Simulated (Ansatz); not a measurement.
Problem. Name crystals whose mean free path at 300 K lies between 7.7 and 12 nm and whose resistivity at 300 K lies between 10.4 and 16.2 μΩ·cm, by PBEsol, DFPT electron-phonon coupling, linearised Boltzmann equation (Ansatz, a first-principles code).

Solution. Many crystals can fit; among those computed here:
- ZrMo₂ (Fd-3m): 9.6 nm, 12.9 μΩ·cm
- PtBi (P6_3/mmc): 9.4 nm, 11.4 μΩ·cm
- VPt (P4/mmm): 8.6 nm, 12.0 μΩ·cm
- NbH$_{2}$ (Fm-3m): 7.7 nm, 11.3 μΩ·cm
- ScPt$_{3}$ (Pm-3m): 9.4 nm, 14.2 μΩ·cm

Metals; harmonic phonons alone scatter; means over directions. The mean free path is weighted by the current that each state carries. Halving the electron mesh moves these values by up to 6 %; q meshes are mostly untested. Spin-orbit coupling is left out.

Formula and space group known from diffraction (Crystallography Open Database), not checked to be the room-temperature form: NbH2 (Fm-3m), PtBi (P6_3/mmc), ScPt3 (Pm-3m), VPt (P4/mmm), ZrMo2 (Fd-3m). Treated as nonmagnetic (a ferromagnetic start lost its moment, other orders weren't tried): VPt (P4/mmm). The missing spin-orbit coupling matters most for PtBi (P6_3/mmc), ScPt3 (Pm-3m), VPt (P4/mmm).
